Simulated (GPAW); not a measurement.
# σyy against uniaxial strain in CsCl-type RuAl (space group 221): C12 (GPAW, PBEsol)

```yaml
crystal:
  lattice:
    - [2.93582, 0.00000, 0.00000]
    - [0.00000, 2.98053, 0.00000]
    - [0.00000, 0.00000, 2.98053]
  atoms:
    - { symbol: Al, position: [0.50000, 0.50000, 0.50000] }
    - { symbol: Ru, position: [0.00000, 0.00000, 0.00000] }
```

Method of the run: PBEsol, GPAW PAW datasets PBEsol (made by gpaw-setup) (plane waves; GPAW 25.7.0). Settings: mode = pw; ecut = 585 eV; xc = PBEsol; kpts = 22 22 22; mesh shift (steps) = 0 0 0; occupations.name = fermi-dirac; occupations.width = 0.05 eV; nbands = -10; convergence.density = 1e-06 e/electron; convergence.energy = 1e-06 eV/electron; symmetry.symmorphic = false; symmetry.tolerance = 0.0005; maxiter = 100. The cell above is the first row's. The rows stretch one cube axis (x) by the strain ε and hold the other two. Stress is positive in tension. In all rows fractional positions and the k mesh are held.

| ε (%) | σyy (GPa) |
|---|---|
| -1.5 | ? |
| -1.0 | -1.47 |
| -0.5 | -0.63 |
| 0.0 | 0.18 |
| 0.5 | 0.97 |
| 1.0 | 1.74 |
| 1.5 | 2.49 |
| 2.0 | 3.21 |

Task: Using a parabola, estimate the missing σyy at ε = -1.5 from the other rows, showing the fit.

Result: Least squares gives σyy = 0.181 + 1.6048·ε - 0.0448·ε². Residuals (row less fit): -0.001, 0.003, -0.001, -0.002, -0.001, 0.003, -0.001; standard error 0.002 (degrees of freedom: 4). The slope at ε = 0, 1.6048 GPa per cent, gives C12 ≈ 100 × 1.6048 = 160 GPa, for the static lattice. At the withheld row, σyy = 0.181 + 1.6048 × (-1.5) - 0.0448 × (-1.5)² = -2.327 GPa. The calculation gives -2.33 GPa, which the fit meets to the printed digits. The row lies outside the fitted rows, so this is an extrapolation.

Carrying the step between the two nearest rows on in a straight line would have given -2.31, off by 0.02; series whose last step already gives the withheld value aren't shown. The reference cell has the volume at which an earlier scan in this program and functional put its minimum by a fit. The runs keep the symmetry of the cell, so they don't test it for distortions. The unstrained cell stands at a pressure of -0.18 GPa, and the constants belong to that pressure. By symmetry this strain leaves no force on the atoms; the largest in the rows is 0.000 eV/Å. Spin polarisation is off. Without a gap such slopes are sensitive to mesh and smearing. Cutoffs and mesh are single choices, not tested for convergence of this quantity. Series with a scatter that would blur these digits, or in which a gap closes, are not shown. Strain series were run only where this level's volume lies within 10 % of a first guess from the measured size.
